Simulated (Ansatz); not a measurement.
Consider Pt in the fcc (Cu type) structure (space group Fm-3m, No. 225; a = 3.9181 Å).

Calculations: PBEsol in Ansatz (plane waves to 420 eV, PAW, without spin-orbit coupling), earlier PAW set.

Base values:

Density: 21.54 g/cm³

The change: a hydrostatic pressure of 100 GPa.

### Question
What does the calculation give for the density after the change?

### Answer
The density rises by 4.863 g/cm³, from 21.54 g/cm³ to 26.41 g/cm³.

Load acts through the strain it causes; cell and atoms are relaxed under it. No phonon test of stability was made. No other phases were tried under pressure. The final runs are not spin-polarised.

Ansatz is a quantum-chemistry and plane-wave program.
